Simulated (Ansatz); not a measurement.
As (space group I4_132, No. 214; a hypothetical phase, not in the database extracts checked)

```
CELL_PARAMETERS angstrom
     -3.45103     3.45103     3.45103
      3.45103    -3.45103     3.45103
      3.45103     3.45103    -3.45103
ATOMIC_POSITIONS crystal
  As 0.00000 0.25000 0.50000
  As 0.25000 0.50000 0.00000
  As 0.50000 0.00000 0.25000
  As 0.25000 0.25000 0.25000
```

Computed with PBEsol in Ansatz (plane waves to 420 eV, PAW, spin-orbit coupling left out). Γ-centred 10×10×10 mesh, Fermi–Dirac width 0.05 eV.

| Property | Result |
|---|---|
| Volume per atom | 41.10 Å³ |
| Density | 3.03 g/cm³ |
| Band gap | zero |
| Total energy | -4812.249 eV/atom (σ→0; compares only within this code and set-up) |

Stability against distortions was not tested.

Ansatz is an electronic-structure program.
